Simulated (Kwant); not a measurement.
Computed with Kwant: Hückel tight-binding model, one pz orbital an atom, one spin, coherent transport at 0 K. Conductance is in e²/h.

Device: π system C1=CC2=CC=CC2=C1 between two chain leads. The π system is taken as planar. Atoms are numbered from 0 in the order of the SMILES. Site energies (eV, carbon 0): [0.0, 0.0, 0.0, 0.0, 0.0, 0.0, 0.0, 0.0]. Bonds (i, j, β in eV): (0,1,-2.7) (1,2,-2.7) (2,3,-2.7) (3,4,-2.7) (4,5,-2.7) (5,6,-2.7) (6,7,-2.7) (7,0,-2.7) (6,2,-2.7). Leads: chains of hopping −4.1 eV, joined by −0.54 eV to atoms 0 and 1.

Site energies and bond integrals are typed Hückel values.

Sweep values stay those of the base run.

One input was changed, with this effect: transmission at E = 0 < 1e-12 → 0.00069.

Which change was it?
A. contacts moved from atoms [0, 1] to [0, 7]
B. contacts moved from atoms [0, 1] to [3, 7]
C. contacts moved from atoms [0, 1] to [0, 3]
D. contacts moved from atoms [0, 1] to [0, 5]
E. contacts moved from atoms [0, 1] to [1, 3]
F. contacts moved from atoms [0, 1] to [0, 4]

F, contacts moved from atoms [0, 1] to [0, 4]
